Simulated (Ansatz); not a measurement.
Consider interstitial Al in zinc-blende AlP, charge state +3. Computed with PBE, PAW (plane waves to 420 eV; Ansatz, a program for electronic structure).

Settings: 64 host sites, the relaxed PBE lattice, a 2×2×2 k-point mesh shifted by half a step, smearing 0.01 eV, spin-restricted, no image-charge correction. No zero-point or tunnelling terms. The charge state is imposed; whether it is stable for some Fermi level was not computed. Sites that were not tried may lie lower.

Barriers: single points on a 3×3×3 k-point mesh shifted by half a step at the bands' geometries.

The step: Al moves alone to another site. Atoms about the jump, Cartesian Å from the middle of the jump, before and after:

```
atom     x0     y0     z0     x1     y1     z1
----  -----  -----  -----  -----  -----  -----
Al1    0.69  -0.69  -0.68  -0.69   0.69   0.68
P2     2.05   0.68   0.68   1.99   0.69   0.69
P3    -0.68  -2.06   0.68  -0.69  -1.99   0.69
P4    -0.68   0.68  -2.05  -0.69   0.68  -1.99
Al5    0.69  -0.69   2.22   0.83  -0.84   2.21
Al6    0.69   2.22  -0.68   0.84   2.21  -0.84
Al7   -2.22  -0.69  -0.68  -2.21  -0.84  -0.83
Al8   -2.08   2.08   2.08  -2.21   2.21   2.21
P9    -0.71   3.46   0.71  -0.69   3.36   0.69
P10   -0.71   0.71   3.47  -0.69   0.69   3.36
P11   -3.47   0.71   0.71  -3.36   0.68   0.69
Al12   3.59  -0.69  -0.68   3.44  -0.72  -0.71
Al13   0.69  -3.59  -0.68   0.71  -3.44  -0.71
Al14   0.69  -0.69  -3.59   0.72  -0.72  -3.43
P15    2.05  -2.06  -2.05   2.08  -2.08  -2.07
```

Where do these atoms stand at the saddle point, and how high is it?


```
atom      x      y      z
----  -----  -----  -----
Al1   -0.12   0.12   0.12
P2     2.06   0.69   0.69
P3    -0.70  -2.07   0.69
P4    -0.70   0.69  -2.07
Al5    0.79  -0.81   2.37
Al6    0.79   2.37  -0.81
Al7   -2.38  -0.80  -0.80
Al8   -2.06   2.05   2.05
P9    -0.68   3.44   0.67
P10   -0.69   0.68   3.44
P11   -3.45   0.68   0.68
Al12   3.46  -0.73  -0.73
Al13   0.72  -3.47  -0.73
Al14   0.72  -0.73  -3.47
P15    2.07  -2.07  -2.08
```
It lies 1.26 eV above the start and 0.41 eV above the end. The program found a first-order saddle point.
